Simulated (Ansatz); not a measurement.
Structures of equal composition on the (000-1) surface of 4H silicon carbide (C plane on top): (√3x√3)R30° Ga adatom at H3; (√3x√3)R30° Ga adatom at T4. The slabs share one bottom face, and each structure is named by its start. These are constructed structures in small cells; real faces may alloy, dewet or reconstruct in larger ones, and not all known structures of the face are among them. Slabs of about 11 Å, Fermi-Dirac smearing of 0.025 eV. Bottom of the slabs: H caps. Relaxed from the named starts with such symmetry as they have, on meshes of like density; energies extrapolated to zero smearing; spin only where a row says so; no spin-orbit coupling, no U. Brackets mark spin-polarised runs, whose order is one that fits the cell. Where a second, spin-polarised start was run, the lower counts.

The numbers are results of PBE (plane waves to 420 eV, PAW; Ansatz, a quantum-chemistry and plane-wave program), not measurements.

**Question.** Order them by energy per 1x1 cell (lowest first) at the level PBE.

**Answer.** (√3x√3)R30° Ga adatom at H3 (0.000 eV, gap 1.08 eV on the mesh), (√3x√3)R30° Ga adatom at T4 (0.167 eV, gap 0.73 eV on the mesh)
